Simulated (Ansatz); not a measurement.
The starting structures come from a database of crystals and need not be the phases stable at ambient conditions.

 Where the default PAW files enter, the runs use the earlier of Ansatz's two default sets.

By LDA and PBEsol, the system below comes out a metal.

Here is the system:

```
Sb
1.0
    3.24126     0.00000     0.00000
   -1.08042     3.05589     0.00000
    1.08042     1.52794     2.64647
Sb
1
Cartesian
  0.00000   0.00000   0.00000
```

Space group of this cell: Im-3m, bcc (W type). The cell is taken as given; by PBEsol its mean pressure is -0.6 GPa.

The current runs along the normal of the first two printed vectors, the (110) plane. All runs by Ansatz (an electronic-structure program), plane waves and PAW, without spin-orbit coupling; the base is PBEsol.

| run | mean pressure (GPa) | G/A, both spins (10¹⁵ S/m²) |
|---|---|---|
| base | -0.6 | 1.36 |
| all lengths scaled by 0.98 | 4.0 | … |
| all lengths scaled by 1.02 | -4.2 | 1.29 |
| lda in place of pbesol | -1.9 | 1.35 |
| lengths across the current scaled by 0.98, ions clamped | 2.3 | … |
| lengths across the current scaled by 1.02, ions clamped | -3.1 | 1.32 |
| lengths along the current scaled by 0.97, ions clamped | 1.5 | 1.40 |
| lengths along the current scaled by 1.03, ions clamped | -2.4 | … |

Q: Fill in the missing entries.

A: 
- all lengths scaled by 0.98, G/A, both spins (10¹⁵ S/m²): 1.42
- lengths across the current scaled by 0.98, ions clamped, G/A, both spins (10¹⁵ S/m²): 1.38
- lengths along the current scaled by 1.03, ions clamped, G/A, both spins (10¹⁵ S/m²): 1.31
